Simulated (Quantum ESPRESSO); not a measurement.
Habitual settings against a tight run: HfB2 (P6/mmm, 3 atoms in the cell)

Self-consistent single point.

```
CELL_PARAMETERS angstrom
      3.16275     0.00000     0.00000
     -1.58138     2.73902     0.00000
      0.00000     0.00000     3.51261
ATOMIC_POSITIONS crystal
  Hf 0.00000 0.00000 0.00000
  B  0.33333 0.66667 0.50000
  B  0.66667 0.33333 0.50000
```

Level of theory: PBEsol, PseudoDojo standard norm-conserving (PBESOL) pseudopotentials (plane waves; Quantum ESPRESSO).

Base settings: ecutwfc = 80 Ry; occupations = smearing; smearing = fermi-dirac; degauss = 0.0073499 Ry; potentials = {Hf: Hf.upf, B: B.upf}; K_POINTS = automatic 8 8 6 0 0 0; conv_thr = 1e-09 Ry; mixing_beta = 0.4.

Tight run (finer mesh or higher cutoff; not a proven limit): ecutwfc: 80 Ry → 112 Ry; conv_thr: 1e-09 Ry → 7.3e-11 Ry; K_POINTS: automatic 8 8 6 0 0 0 → automatic 11 11 9 0 0 0. It gave Fermi level (on the code's own zero) 15.99 eV; pressure -9.24 GPa.

Quick runs, as changes from the base:
- A: the base itself
- B: ecutwfc: 80 Ry → 48 Ry; conv_thr: 1e-09 Ry → 7.3e-05 Ry; K_POINTS: automatic 8 8 6 0 0 0 → automatic 1 1 1 0 0 0
- C: ecutwfc: 80 Ry → 56 Ry; K_POINTS: automatic 8 8 6 0 0 0 → automatic 8 8 8 0 0 0
- D: ecutwfc: 80 Ry → 64 Ry; smearing: fermi-dirac → gaussian; degauss: 0.0073499 Ry → 0.0099958 Ry; K_POINTS: automatic 8 8 6 0 0 0 → automatic 2 2 2 1 1 1; potentials: PseudoDojo standard norm-conserving (LDA) [LDA (PW92)]
- E: ecutwfc: 80 Ry → 48 Ry; smearing: fermi-dirac → methfessel-paxton; degauss: 0.0073499 Ry → 0.0099958 Ry; K_POINTS: automatic 8 8 6 0 0 0 → automatic 3 3 3 0 0 0; potentials: PseudoDojo standard norm-conserving (LDA) [LDA (PW92)]
- F: ecutwfc: 80 Ry → 40 Ry; smearing: fermi-dirac → gaussian; degauss: 0.0073499 Ry → 0.036749 Ry; K_POINTS: automatic 8 8 6 0 0 0 → automatic 8 8 8 0 0 0; potentials: PseudoDojo standard norm-conserving (LDA) [LDA (PW92)]

Energies are extrapolated to zero smearing width, which holds to low order in the width alone (under cold and Methfessel-Paxton smearing the free energy itself is taken).

Dashes: pressure of B, not trusted under this conv_thr with d or f elements; energy of D, E, F, another energy zero.

† marks runs with another functional, U, potentials or spin treatment: their distance from the tight run is not a convergence error alone.

The count of work is k-points × plane waves × bands × iterations; it is no time. 

The starting cell comes from a database of computed structures (which also holds hypothetical and non-ambient phases and stackings), without a prior relaxation at this level. Its lattice was rescaled by a random factor within 2.5 % of one. In the base run, with a pressure of about -9 GPa the cell is away from its equilibrium volume at this level.

| run | energy less tight (meV/atom) | pressure less tight (GPa) | count of work / tight |
|---|---|---|---|
| A | 2.5 | 0.02 | 0.30 |
| B | 2628.9 | – | 0.0019 |
| C | 12.6 | -0.77 | 0.22 |
| D† | – | -8.08 | 0.011 |
| E† | – | -10.77 | 0.019 |
| F† | – | -15.00 | 0.14 |

Among the runs at the tight run's level, the energy misses run from 2.5 to 2628.9 meV/atom.
